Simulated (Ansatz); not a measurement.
Gap of a one-dimensional MgO body, 12 atoms a period at several levels, all on one geometry.

```xyz
12
Lattice="15.0000 0.0000 0.0000 0.0000 14.5000 0.0000 0.0000 0.0000 3.9480" Properties=species:S:1:pos:R:3 pbc="T T T"
Mg     9.4905     7.2500     0.0000
O      8.5432     9.0568     0.0000
Mg     6.5047     8.9738     0.0000
O      5.4137     7.2500     0.0000
Mg     6.5047     5.5262     0.0000
O      8.5432     5.4432     0.0000
O      9.5863     7.2500     1.9740
Mg     8.4953     8.9738     1.9740
O      6.4568     9.0568     1.9740
Mg     5.5095     7.2500     1.9740
O      6.4568     5.4432     1.9740
Mg     8.4953     5.5262     1.9740
```

Levels: PBE (plane waves to 420 eV, PAW; Ansatz, a quantum-chemistry and plane-wave program); r2SCAN (plane waves to 500 eV, PAW; Ansatz); HSE06 in Ansatz. Unmarked values and the geometry are of the first. Mesh 1×1×8. No spin polarisation. It repeats along c; a and b span vacuum. A hypothetical model. Symmetry and one short period hold its shape; lower forms weren't sought. HSE06 ran on a 1×1×5 mesh and at PBE's edge points.

```tsv
level	gap (eV)
PBE	3.21
r2SCAN	3.84
HSE06	(withheld)
```

Q: Fill in the missing entries.

A: 
- HSE06, gap (eV): 4.59
